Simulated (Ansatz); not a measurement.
**Effect of 3 layers on Nb**

Take Nb in the bcc (W type) structure (space group Im-3m, No. 229; a = 3.3027 Å) as the base. Axes: x, y, z lie along the cube axes.

Modification: a free-standing slab of 3 layers (3 atoms, 1 a layer) is cut normal to [110], with 15 Å of vacuum and the in-plane cell held at bulk.

Method: r2SCAN in Ansatz (plane waves to 500 eV, PAW, spin-orbit coupling left out). Settings: 17×17×1 k-points, 0.05 eV Fermi–Dirac smearing, for the changed cell.

```tsv
quantity	base	changed	shift
layer's space group (with vacuum)	–	Cmmm (No. 65)	–
shortest interatomic distance	2.860 Å	2.806 Å	-0.054 Å
band gap	zero	zero	–
excess energy per area of both faces (slab less bulk energy over the cell's area: twice a surface energy) (uncertain by up to 0.06 J/m²)	–	4.5 J/m²	–
thickness between the outermost nuclei	–	4.54 Å	–
change of the spacing d12 from its bulk value of 2.335 Å	–	-2.8 %	–
```

Slab and bulk use different k-meshes, which limits the precision of the excess energy. Whether these cells are dynamically stable was not tested. All final runs are without spin polarisation.

Ansatz is a first-principles code.
